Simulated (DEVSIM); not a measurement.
System: abrupt Si n-p junction, at 250 K.

```
layer (left to right)  material  thickness (μm)  Nd (cm⁻³)  Na (cm⁻³)   τn (s)   τp (s)
---------------------  --------  --------------  ---------  ---------  -------  -------
1                            Si            1.70     6.9e15          -  0.00045  0.00045
2                            Si            78.0          -     4.2e15  0.00045  0.00045
```

Left contact: ohmic. Right contact: ohmic. Voltage is applied to the left contact. Recombination: SRH at mid-gap, radiative. Mobility is μmin + (μ − μmin)/(1 + (N/Nref)^α).

This is a model device: material constants are rounded textbook-type values typed into the input, and sizes, dopings and lifetimes were drawn at random. Values at 300 K; Nc and Nv go as T^1.5, mobilities as T to minus their exponent, the gap by Varshni's rule with the affinity fixed.

| parameter | Si |
|---|---|
| gap (eV) | 1.124 |
| affinity (eV) | 4.05 |
| permittivity | 11.7 |
| Nc (cm⁻³) | 2.86e19 |
| Nv (cm⁻³) | 3.1e19 |
| μn (cm²/Vs) | 1417 |
| μp (cm²/Vs) | 470 |
| μn,min | 52 |
| μp,min | 45 |
| Nref,n | 9.7e16 |
| Nref,p | 2.2e17 |
| αn | 0.68 |
| αp | 0.72 |
| T exponent of μn | 2.3 |
| T exponent of μp | 2.2 |
| B (cm³/s) | 4.7e-15 |
| Varshni α (eV/K) | 0.000473 |
| Varshni β (K) | 636 |

Model (solved in DEVSIM): 1D drift-diffusion, Boltzmann statistics, complete ionisation; no tunnelling, impact ionisation, image-force lowering or self-heating.

Q: Tabulate band edges, carrier densities and field at -0.9 V on the left contact.

A: Energies count from the Fermi level of the right contact; mesh points crowd at the junctions.

```tsv
x (μm)	Ec (eV)	Ev (eV)	n (cm⁻³)	p (cm⁻³)	field (V/cm)
0.000	1.074	-0.063	6.9e15	< 1e2	-18
0.03930	1.073	-0.063	6.9e15	1.9e13	-18
0.1346	1.073	-0.063	7.0e15	6.5e13	-18
0.3880	1.073	-0.063	7.1e15	1.9e14	-18
1.181	1.071	-0.065	7.5e15	5.5e14	-16
1.515	1.071	-0.065	7.5e15	7.1e14	44
1.644	1.076	-0.060	5.9e15	9.7e14	1300
1.701	1.091	-0.045	3.0e15	2.0e15	4200
1.743	1.103	-0.033	1.7e15	3.5e15	1900
1.853	1.111	-0.025	1.2e15	5.1e15	170
2.129	1.112	-0.025	1.1e15	5.3e15	-19
3.348	1.109	-0.027	1.1e15	5.3e15	-19
5.948	1.104	-0.032	1.1e15	5.3e15	-19
13.05	1.090	-0.046	1.1e15	5.3e15	-19
42.26	1.033	-0.103	1.0e15	5.2e15	-20
65.06	0.986	-0.150	7.4e14	4.9e15	-22
74.22	0.965	-0.171	4.0e14	4.6e15	-25
77.66	0.956	-0.180	1.8e14	4.4e15	-27
79.14	0.952	-0.184	5.4e13	4.3e15	-29
79.50	0.951	-0.185	1.9e13	4.2e15	-29
79.64	0.950	-0.186	6.2e12	4.2e15	-30
79.70	0.950	-0.186	< 1e2	4.2e15	-30
```
